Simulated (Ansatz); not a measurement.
```
CELL_PARAMETERS angstrom
      0.00000     3.01303     2.95277
      3.01303     0.00000     2.95277
      3.01303     3.01303     0.00000
ATOMIC_POSITIONS crystal
  In 0.00000 0.00000 0.00000
  As 0.25000 0.25000 0.25000
```

No spin polarisation.

Calculations: LDA (Ansatz, a quantum-chemistry and plane-wave program, PAW, no spin-orbit coupling). k-mesh 10×10×10 (Γ-centred); smearing 0.05 eV (Fermi–Dirac).

What is the computed pressure (mean of the normal stresses, compression positive)?

1.3 GPa.

What is the computed space group?

I-4m2 (No. 119).

The cells carry an imposed strain or load. Whether these cells are dynamically stable was not tested. The cell was made from InAs in the zinc blende structure (space group F-43m, No. 216) by this change: uniaxial strain ε_zz = −2.00 %.
